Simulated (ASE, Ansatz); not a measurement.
composition K2Na, cell K32Na16, held well above this temperature first [in the CHGNet run: it was liquid; mean temperature 336 K (target 330 K); density 0.84 g/cm³, volume +3 % from the start cell's], 330 K. 6 frames were taken from MD with ASE with the machine-learned potential CHGNet 0.3.0 and computed both with PBE (Ansatz, a quantum-chemistry and plane-wave program) and with the machine-learned potential CHGNet 0.3.0.

plane-wave cutoff: 420 eV
k-points: one point, (1/4, 1/4, 1/4)
Fermi-Dirac width: 0.086 eV
spin: not polarised; no spin-orbit coupling

The cell was prepared with CHGNet: 80 FIRE steps from the random lattice; melt: 800 steps of 2.0 fs, 765 K, NVT (Langevin); cool: 300 steps of 2.0 fs, 765 to 330 K, NVT (Langevin); cool: 400 steps of 2.0 fs, 330 K, Langevin with a Berendsen-type barostat every 10 steps; settle: 800 steps of 2.0 fs, 330 K, Langevin with a Berendsen-type barostat every 10 steps; hold: 300 steps, 330 K, NVT (Langevin) at the mean cell. The atoms began on random sites, so units and networks may differ from a laboratory melt's. Atoms moved only 2.3 Å² (mean square) in the hot stage, so mixing may be incomplete. On the run's last frame a denser k-mesh moved the forces by 0.007 eV/Å rms, the static pressure by -0.01 GPa and the free energy by -3 meV/atom, which is about how far such values are converged.

How well does the machine-learned potential reproduce the DFT forces, energies and pressure here?


- rms force component in DFT: 0.12 eV/Å
- rms force difference, CHGNet less DFT: 0.029 eV/Å
- relative force difference: 25 %
- slope of CHGNet against DFT forces: 0.96
- rms difference of relative energies: 2.1 meV/atom
- spread of DFT energies over the frames: 4.1 meV/atom
- static pressure, CHGNet less DFT: -0.14 GPa
- force difference by element: K 0.031, Na 0.024 eV/Å
Forces are off by 25 % of their rms size. The potential was trained on another code's PBE and PBE+U relaxation paths of database crystals (MPtrj), so part of the difference is that of settings: a denser k-mesh moves the DFT forces of one frame by 0.007 eV/Å rms and its pressure by -0.01 GPa.
